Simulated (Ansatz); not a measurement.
SiC₃ (model structure, P-4m2, No. 115, 4 atoms in the cell), treated with G0W0@PBEsol (Ansatz, a program for electronic structure, hard PAW, contour deformation).

The cell is the one relaxed with PBEsol. Conventional cell: a = 2.7839 Å, b = 2.7839 Å, c = 4.0949 Å, α = 90.00°, β = 90.00°, γ = 90.00°.

The quasiparticle gap at Γ at a fixed k mesh 2×2×2:

```json
[
 {"response cutoff": "200 eV, 374 empty bands", "value (eV)": "2.499"},
 {"response cutoff": "250 eV, 523 empty bands", "value (eV)": "2.531"},
 {"response cutoff": "300 eV, 688 empty bands", "value (eV)": "2.550"},
 {"response cutoff": "400 eV, 1059 empty bands", "value (eV)": "2.571"}
]
```

**Question.** Taking the value to converge with the response cutoff E as E^(−3/2), extrapolate from the last two rows.

**Answer.** With y = y∞ + c/w and weights w = 5196 and 8000 for the last two rows, y∞ = (w2 y2 − w1 y1)/(w2 − w1) = (8000 × 2.571 − 5196 × 2.550)/2804 = 2.610 eV, which lies 0.039 beyond the last row. Successive pairs of rows give 2.611, 2.610, 2.610. The limit also hangs on the law assumed, so its last digits aren't firm.

The other settings are not extrapolated, so this is the limit in one setting alone.

At the last cutoff the smallest gap on this mesh is 2.14 eV, with an edge away from Γ.

A model structure was made by putting elements into a prototype or built by hand; it is no filed structure, need not be a known phase, and can be a saddle point held by its symmetry.
